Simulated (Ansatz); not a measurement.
The structure below was relaxed with r2SCAN (Ansatz, a program for electronic structure, PAW, spin-orbit coupling left out), earlier PAW set.

Space group Fd-3m, origin choice 1 (No. 227); a = b = c = 5.5186 Å, α = β = γ = 90.00°

```csv
atom,site,symmetry,x,y,z
Os,8b,-43m,0.5000,0.5000,0.5000
```

Task: Write out a cell with all atoms.

Result: 
```cif
data_Os8
_chemical_formula_sum 'Os8'
_space_group_name_H-M_alt 'P 1'
_space_group_IT_number 1
_cell_length_a 5.51863
_cell_length_b 5.51863
_cell_length_c 5.51863
_cell_angle_alpha 90.000
_cell_angle_beta 90.000
_cell_angle_gamma 90.000
loop_
_space_group_symop_operation_xyz
  'x, y, z'
loop_
_atom_site_label
_atom_site_type_symbol
_atom_site_fract_x
_atom_site_fract_y
_atom_site_fract_z
_atom_site_occupancy
Os1 Os 0.00000 0.00000 0.50000 1
Os2 Os 0.25000 0.75000 0.25000 1
Os3 Os 0.00000 0.50000 0.00000 1
Os4 Os 0.25000 0.25000 0.75000 1
Os5 Os 0.50000 0.00000 0.00000 1
Os6 Os 0.75000 0.75000 0.75000 1
Os7 Os 0.50000 0.50000 0.50000 1
Os8 Os 0.75000 0.25000 0.25000 1
```
This is the conventional cell.

Whether these cells are dynamically stable was not tested. All final runs are without spin polarisation. The cell was made from Ge by this change: Ge → Os; the result is a hypothetical phase, not in the database extracts checked.
